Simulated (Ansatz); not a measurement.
## A computed series for VO2: pressure series

The parent structure is VO₂ (space group I4/mmm, No. 139; a = 8.3393 Å, c = 3.7658 Å; ferromagnetic; a cell from a computed database, its experimental status unchecked).

Cell and atoms are relaxed at each pressure.

Method: PBEsol in Ansatz (plane waves to 420 eV, PAW, without spin-orbit coupling).

| pressure (GPa) | volume per atom (Å³/atom) |
|---|---|
| -2 | 11.024 |
| -1 | 10.967 |
| 0 | 10.912 |
| 0.3 | 10.897 |
| 0.7 | 10.874 |
| 1.5 | 10.832 |
| 5 | ? |
| 7.5 | 10.535 |
| 10 | 10.423 |

Question: Fit the third-order Birch–Murnaghan form P(V) = (3B₀/2)[(V₀/V)^(7/3) − (V₀/V)^(5/3)]·[1 + (3/4)(B₀′ − 4)((V₀/V)^(2/3) − 1)] (squares taken in P) to the rows shown and predict the withheld row.

Answer: Least squares on the printed values gives V₀ = 10.912 Å³/atom, B₀ = 200 GPa, B₀′ = 3.8; this predicts 10.654 Å³/atom, and the run gives 10.654 Å³/atom, in agreement.

Other magnetic orders, which the real material may have, were not ruled out. Load acts through the strain it causes; cell and atoms are relaxed under it. Whether these cells are dynamically stable was not tested. Competing high-pressure phases were not computed. No Hubbard U is applied, and correlation can decide whether such a compound is a metal.

Ansatz is a first-principles code.
